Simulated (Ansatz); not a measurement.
Defect: interstitial Na in monoclinic ZrO2 strained by +1.5 % along x and y, z held, charge state +1. Method: PBE, PAW (plane waves to 420 eV; Ansatz, a first-principles code).

96-site cell at the strained lattice (strain from the relaxed PBE one, atoms relaxed), the Γ point alone, smearing 0.01 eV, spin-restricted, no finite-size correction. Energies are static. The charge state is imposed; whether it is stable for some Fermi level was not computed. Sites that were not tried may lie lower.

Barriers: single points on a 2×2×2 k-point mesh shifted by half a step at the bands' geometries.

The step: a direct jump of one Na atom. Atoms about the jump, Cartesian Å from the middle of the jump, before and after:

| atom | x0 | y0 | z0 | x1 | y1 | z1 |
|---|---|---|---|---|---|---|
| Na1 | -0.23 | 1.07 | 1.32 | 0.23 | -1.07 | -1.32 |
| O2 | 1.60 | 0.04 | 0.69 | 1.50 | 0.02 | 0.68 |
| O3 | -0.86 | 0.43 | -0.88 | -1.01 | 0.52 | -0.84 |
| O4 | -1.47 | -0.52 | 1.81 | -1.40 | -0.42 | 1.76 |
| O5 | -0.41 | -2.26 | 0.16 | -0.49 | -2.31 | 0.19 |
| Zr6 | 0.36 | -1.69 | 2.07 | 0.36 | -1.59 | 2.03 |
| Zr7 | 1.00 | 1.61 | -0.82 | 0.82 | 1.69 | -0.58 |
| Zr8 | -2.14 | -1.10 | -0.16 | -2.30 | -1.09 | -0.08 |
| O9 | 1.04 | -0.02 | 3.33 | 1.11 | -0.03 | 3.38 |
| O10 | 1.96 | -2.73 | 1.08 | 1.94 | -2.72 | 1.03 |
| O11 | 2.03 | 0.02 | -1.94 | 2.06 | -0.04 | -1.95 |
| Zr12 | 3.17 | -1.08 | -0.20 | 3.18 | -1.08 | -0.22 |
| O13 | -0.95 | 2.31 | 2.84 | -0.87 | 2.25 | 2.80 |
| O14 | -0.36 | 3.05 | 0.13 | -0.40 | 3.13 | 0.16 |
| Zr15 | 2.72 | 1.08 | 2.43 | 2.68 | 1.09 | 2.45 |

Task: Give the saddle-point geometry and the barrier.

Result: 
```csv
atom,x,y,z
Na1,0.17,-0.26,0.49
O2,2.00,0.47,0.55
O3,-0.97,0.48,-0.96
O4,-1.45,-0.53,1.82
O5,-0.49,-2.28,0.23
Zr6,0.25,-1.85,2.32
Zr7,0.96,1.86,-0.76
Zr8,-2.30,-1.14,-0.19
O9,1.11,-0.14,3.28
O10,1.87,-2.59,1.20
O11,2.02,0.04,-1.98
Zr12,3.27,-1.02,-0.22
O13,-0.84,2.19,2.72
O14,-0.38,3.14,0.09
Zr15,2.72,1.14,2.42
```
It lies 2.19 eV above the start and 2.19 eV above the end. The saddle point's order was not checked.
